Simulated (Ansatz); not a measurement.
## TiC (I4/mmm): band-structure transport figures

Input:

```
TiC
1.0
    0.00000     2.13992     2.14956
    2.13992     0.00000     2.14956
    2.13992     2.13992     0.00000
Ti C
1 1
Direct
  0.00000   0.00000   0.00000
  0.50000   0.50000   0.50000
```

These are PBEsol, rigid bands (plane waves, PAW, scalar-relativistic; Ansatz, an electronic-structure program) values and carry that method's errors. Condition of this run: biaxial stress xx = yy = 2 GPa (compression positive) (the target of the relaxation). How the cell was made: cell and atoms relaxed with PBEsol, then loaded as said.

| Property | Value |
|---|---|
| density of states at the Fermi level | 0.288 states/(eV·cell), both spins |
| bare Sommerfeld coefficient | 0.34 mJ/(mol of atoms·K²) |
| Drude plasma energy | 3.6 eV |
| root-mean-square Fermi velocity | 5.9e5 m/s |
| resistivity times τ | 37 ×10⁻²² Ω·m·s |

A metal at this level (no band gap); rigid bands, thermally averaged at 300 K, both spins. Spin-orbit coupling is left out. τ is one relaxation time for all states.
